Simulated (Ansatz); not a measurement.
The parent structure is Ta₂N (space group P-31m, No. 162; a cell from a computed database, its experimental status unchecked).

Space group P-31m (No. 162); a = b = 5.2646 Å, c = 4.9113 Å, α = β = 90.00°, γ = 120.00°

```csv
atom,site,symmetry,x,y,z
Ta,6k,..m,0.3331,0.3331,0.2472
N,2d,3.2,0.3333,0.6667,0.5000
N,1a,-3.m,0.0000,0.0000,0.0000
```

The values are results of PBEsol (Ansatz, a first-principles code), without spin-orbit coupling, not measurements.

For the base:

```
Item                   Value
-------------------  -------
Lattice parameter a  5.265 Å
```

Modification: hydrostatic tension (pressure −1 GPa).

**Question.** What does the calculation give for the lattice parameter a after the change?

**Answer.** The lattice parameter a rises by 0.006 Å, from 5.265 Å to 5.271 Å.

Load acts through the strain it causes; cell and atoms are relaxed under it. Stability against distortions was not tested. The final runs are not spin-polarised. An odd electron count without spin: Ta2N.
